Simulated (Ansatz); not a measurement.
Output of an Ansatz run (abridged):

```
WARN ansatz: RAYON_NUM_THREADS=1 ignored (pool sized by the plan → 1); use --threads N
Pseudopotentials: kind: paw
Pseudopotential: Ag, paw, valence charge 19
Pseudopotential: Sb, paw, valence charge 15
Crystal: 8 atoms, lattice volume = 152.230 Å³
Basis set: ecut = 420 eV, 2969 PW (Γ), exchange–correlation on 72×90×72 points (8 copies of the dense FFT grid, shifted against one another)
Bands: 87, of which v1, the nominal top of the filled ones, is band 72 counted from 1 (71 counted from 0)
Symmetry: 8 space group operations
Space group: Pmmn (ITA 59), of the structure as read, at distance tolerance 5.3e-5 Å
k-points: 36 of 150
PAW frozen core: Ag, regenerated for the run's functional, and the local potential with it
PAW frozen core: Sb, regenerated for the run's functional, and the local potential with it
Initial density: superposition of atomic densities (neutral atoms: chi_scale 0, normalization atom), corrected by the library's trained network
Initial wavefunctions: pseudopotential atomic-orbital guess
Eigensolver: davidson
Functional: x = pbesol(κ = 0.804, μ = 0.12345679012345678), c = pbesol(β = 0.046)
SCF iter   1: F=—  HF=-57949.475669 eV  |F-HF|=—  |Δ(HF+E_count)|=         —  Δρ=7.70e-3  dr2=8.10e-2  ethr=1.77e-3  ⟨swp⟩=5.6  Hψ=11530  notcnv=0  defer=8
all-band conjugate gradients solve this SCF's bands
preconditioner: auto → Kerker (q_TF=auto, 2.703 Å⁻¹)
SCF iter   2: F=—  HF=-57949.453523 eV  |F-HF|=—  |Δ(HF+E_count)|=   2.21e-2  Δρ=2.33e-3  dr2=7.10e-3  ethr=5.62e-5  ⟨swp⟩=2.0  Hψ=4622  notcnv=0  defer=9
SCF iter   3: F=—  HF=-57949.451849 eV  |F-HF|=—  |Δ(HF+E_count)|=   1.67e-3  Δρ=1.00e-3  dr2=1.24e-3  ethr=4.93e-6  ⟨swp⟩=2.8  Hψ=4953  notcnv=0  defer=9
SCF iter   4: F=—  HF=-57949.451571 eV  |F-HF|=—  |Δ(HF+E_count)|=   2.77e-4  Δρ=1.76e-4  dr2=8.24e-5  ethr=8.61e-7  ⟨swp⟩=2.0  Hψ=4292  notcnv=0  defer=9
SCF iter   5: F=—  HF=-57949.451561 eV  |F-HF|=—  |Δ(HF+E_count)|=   1.09e-5  Δρ=5.99e-5  dr2=5.73e-6  ethr=5.72e-8  ⟨swp⟩=2.0  Hψ=4620  notcnv=0  defer=9
SCF iter   6: F=—  HF=-57949.451559 eV  |F-HF|=—  |Δ(HF+E_count)|=   1.15e-6  Δρ=1.88e-5  dr2=4.90e-7  ethr=3.98e-9  ⟨swp⟩=2.0  Hψ=4263  notcnv=0  defer=9
SCF iter   7: F=—  HF=-57949.451559 eV  |F-HF|=—  |Δ(HF+E_count)|=   7.58e-8  Δρ=9.29e-6  dr2=1.27e-7  ethr=6.94e-11  ⟨swp⟩=9.1  Hψ=13783  notcnv=0
SCF iter   8: F=-57949.451559 eV  HF=-57949.451559 eV  |F-HF|=9.09e-9  |Δ(HF+E_count)|=   2.76e-8  Δρ=2.99e-6  dr2=1.64e-8  ethr=6.94e-11  ⟨swp⟩=4.0  Hψ=8783  notcnv=0
SCF 1 converged in 8 iterations: F = -57949.451559 eV  dr2 = 1.64e-8
SCF converged after 8 iterations
Free energy (F): -57949.451559 eV
Harris-Foulkes:  -57949.451559 eV  (|F-HF|=9.09e-9)
Internal energy: -57949.407862 eV  (E = F + TS)
E sigma→0 (E₀):  -57949.429710 eV
Entropy (-TS):   -0.043698 eV (-5.462 meV/atom)
Fermi energy:    16.090075 eV
--- Per-component energies (eV) ---
  E_band       = -1757.538578
  E_kinetic    = 3579.164858
  E_local      = -16677.581353  (includes V_loc(G=0)·N_el)
  E_nonlocal   = 1227.193562
  E_hartree    = 7586.380876
  E_xc         = -1376.701668
  E_vxc        = -1598.964465  (∫ρ·V_xc dr)
  E_paw        = -32009.812521  (= ΣΔE_a)
  E_vpaw       = -3460.108502  (= ΣTr[D̂ρ^β])
  E_aug_tail   = 0.001739  (compensation charges beyond the density's cutoff)
  E_ewald      = -20280.653503
  E_core_change = 2.600148  (= ΣΔE_core)
  E_smearing   = -0.043698  (= −TS)
  E_closure    = -0.000000  (closes the sum)
  Σ components = -57949.451559   (vs F -57949.451559, Δ=0.00e0)
--- Forces (eV/Å), atoms counted from 1 ---
  atom   1  Ag     0.00000000     0.02871810    -0.26002147
  atom   2  Ag    -0.00000000    -0.02871810    -0.26002147
  atom   3  Ag     0.00000000     0.02871810     0.26002147
  atom   4  Ag     0.00000000    -0.02871810     0.26002147
  atom   5  Sb     0.00000000     0.00000000     0.19088063
  atom   6  Sb     0.00000000     0.00000000    -0.19088063
  atom   7  Ag     0.00000000    -0.00000000    -0.24715801
  atom   8  Ag     0.00000000     0.00000000     0.24715801
  max |Σ_I F_I| component: 8.33e-17 eV/Å
--- Stress (GPa, compression-positive) ---
       -1.515418       0.000000       0.000000
        0.000000      -2.052871      -0.000000
        0.000000      -0.000000      -2.008072
  P = ⅓ Tr σ = -1.8588 GPa (-18.588 kbar)
  The stress holds the Pulay correction. Without it, at fixed plane waves, as pw.x and ABINIT print it: P = -1.9028 GPa
--- Band table (eV; the first three rows and the last of 36) ---
  k-point 0: bands = ["-76.2327", "-76.2281", "-76.2280", "-76.2247", "-76.2158", "-76.2145", "-39.7768", "-39.7763", "-39.7683", "-39.7535", "-39.7494", "-39.7492", "-39.7480", "-39.7428", "-39.7351", "-39.7337", "-39.7268", "-39.7178", "-39.7103", [...]
  k-point 1: bands = ["-76.2324", "-76.2282", "-76.2281", "-76.2247", "-76.2157", "-76.2147", "-39.7762", "-39.7759", "-39.7685", "-39.7534", "-39.7521", "-39.7502", "-39.7435", "-39.7417", "-39.7407", "-39.7304", "-39.7218", "-39.7178", "-39.7113", [...]
  k-point 2: bands = ["-76.2319", "-76.2285", "-76.2281", "-76.2247", "-76.2155", "-76.2151", "-39.7760", "-39.7742", "-39.7689", "-39.7538", "-39.7534", "-39.7521", "-39.7499", "-39.7384", "-39.7317", "-39.7241", "-39.7198", "-39.7179", "-39.7126", [...]
  k-point 35: bands = ["-76.2286", "-76.2286", "-76.2276", "-76.2276", "-76.2157", "-76.2157", "-39.7698", "-39.7698", "-39.7608", "-39.7608", "-39.7522", "-39.7522", "-39.7413", "-39.7413", "-39.7316", "-39.7316", "-39.7159", "-39.7159", [...]
```

The structure:

```xyz
8
Lattice="4.8500 0.0000 0.0000 0.0000 5.9900 0.0000 0.0000 0.0000 5.2400" Properties=species:S:1:pos:R:3 pbc="T T T"
Ag     0.0000     1.4975     0.8751
Ag     0.0000     4.4925     0.8751
Ag     2.4250     4.4925     4.3649
Ag     2.4250     1.4975     4.3649
Sb     0.0000     0.0000     3.4951
Sb     2.4250     2.9950     1.7449
Ag     2.4250     0.0000     1.7449
Ag     0.0000     2.9950     3.4951
```

Write an input that gives this output.

Other spellings and defaults could give the same log, and not every line can be read from it. The input that was run (DFT, PBEsol, plane waves, default PAW files made with PBE):

Ansatz 0.2 input:
```yaml
# Ag3Sb
crystal:
  lattice:
    - [4.850000, 0.000000, 0.000000]
    - [0.000000, 5.990000, 0.000000]
    - [0.000000, 0.000000, 5.240000]
  atoms:
    - { symbol: Ag, position: [0.000000, 0.250000, 0.167000] }
    - { symbol: Ag, position: [0.000000, 0.750000, 0.167000] }
    - { symbol: Ag, position: [0.500000, 0.750000, 0.833000] }
    - { symbol: Ag, position: [0.500000, 0.250000, 0.833000] }
    - { symbol: Sb, position: [0.000000, 0.000000, 0.667000] }
    - { symbol: Sb, position: [0.500000, 0.500000, 0.333000] }
    - { symbol: Ag, position: [0.500000, 0.000000, 0.333000] }
    - { symbol: Ag, position: [0.000000, 0.500000, 0.667000] }
basis:
  ecutwfc: 420.0
kpoints:
  mp_grid: { grid: [6, 5, 5] }
hamiltonian:
  xc: pbesol
  pseudopotentials: { kind: paw }
scf:
  occupations: { method: gaussian, width: 0.2 }
output:
  forces: true
  eigenvalues: true
  stress: true
```

The starting cell comes from a database of published, mostly measured structures (it also holds non-ambient and calculated ones), without a prior relaxation at this level. Spin-orbit coupling is off. Ansatz's pressure includes its estimate of the finite-basis (Pulay) stress. The run gives no clean gap (levels at the Fermi energy touch, overlap or are partly filled at this smearing), which alone does not show that the compound is a metal.

Ansatz is a program for electronic structure.
